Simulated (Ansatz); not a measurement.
LiBr in the wurtzite structure (space group P6_3mc, No. 186; a cell from a computed database, its experimental status unchecked)

```cif
data_Br2Li2
_chemical_formula_sum 'Li2 Br2'
_space_group_name_H-M_alt 'P 1'
_space_group_IT_number 1
_cell_length_a 4.13561
_cell_length_b 4.13561
_cell_length_c 6.61976
_cell_angle_alpha 90.000
_cell_angle_beta 90.000
_cell_angle_gamma 120.000
loop_
_space_group_symop_operation_xyz
  'x, y, z'
loop_
_atom_site_label
_atom_site_type_symbol
_atom_site_fract_x
_atom_site_fract_y
_atom_site_fract_z
_atom_site_occupancy
Li1 Li 0.66667 0.33333 0.87792 1
Li2 Li 0.33333 0.66667 0.37792 1
Br1 Br 0.66667 0.33333 0.49708 1
Br2 Br 0.33333 0.66667 0.99708 1
```

Method: Ansatz (an electronic-structure program) PBEsol, no spin-orbit coupling, earlier PAW set. k-mesh 9×9×5 (Γ-centred); smearing 0.05 eV (Fermi–Dirac).

```yaml
volume_per_atom: 24.51 Å³
density: 2.94 g/cm³
band_gap: 4.82 eV, direct at Γ
electron_mass: 0.39 mₑ
total_energy: -1471.285 eV/atom (σ→0; compares only within this code and set-up)
```

Masses are band curvatures over ±0.01 Å⁻¹ around the edge. Whether these cells are dynamically stable was not tested. This is not the structure that LiBr has at room temperature and ambient pressure.
